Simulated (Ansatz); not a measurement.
A free linear chain of Cu atoms, relaxed period 4.600 Å, atoms relaxed at each strain.

| strain | energy (meV a period) | axial force (nN) |
|---|---|---|
| -0.015 | +7.1 | -0.34 |
| +0.015 | +6.3 | +0.29 |

Method: PBE (plane waves to 420 eV, PAW; Ansatz, a first-principles code). Mesh 1×1×66. No spin polarisation, so a magnetic state wasn't tested. Periodic along z alone, with about 11 Å of vacuum beside it. A hypothetical model. Only distortions within the start's symmetry and period were free. Pairing along the axis, which can open a gap, is among the distortions not tried. Buckling under compression is shut out by symmetry and the short period. Energies are free energies at a Fermi–Dirac width of 0.02 eV, from the unstrained cell.

**Question.** Work out the axial stiffness dF/dε in two ways.

**Answer.** From the forces: (+0.29 − (-0.34))/0.030 = 21.0 nN. From the energies: (E₊ + E₋)/(ε² c) = 0.0134 eV/(0.015² × 4.600 Å) = 12.95 eV/Å = 20.7 nN. The two agree to within 2 %.
